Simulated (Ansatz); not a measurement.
## Os: pressure 3 GPa

The parent structure is Os in the hcp (Mg type) structure (space group P6_3/mmc, No. 194; a = 2.7549 Å, c = 4.3443 Å).

Modification: cell and atoms relaxed at a pressure of 3 GPa.

All numbers come from Ansatz (a first-principles code) PBE, no SOC. Γ-centred 19×19×11 mesh, Fermi–Dirac width 0.05 eV.

```csv
quantity,base,changed,shift
density,22.13 g/cm³,22.29 g/cm³,+0.165 g/cm³
lattice parameter a,2.755 Å,2.748 Å,-0.007 Å
shortest interatomic distance,2.692 Å,2.686 Å,-0.006 Å
enthalpy H = E + PV relative to the base's energy,–,+0.27 eV/atom,–
band gap,zero,zero,–
```

Load acts through the strain it causes; cell and atoms are relaxed under it. Whether these cells are dynamically stable was not tested. All final runs are without spin polarisation.
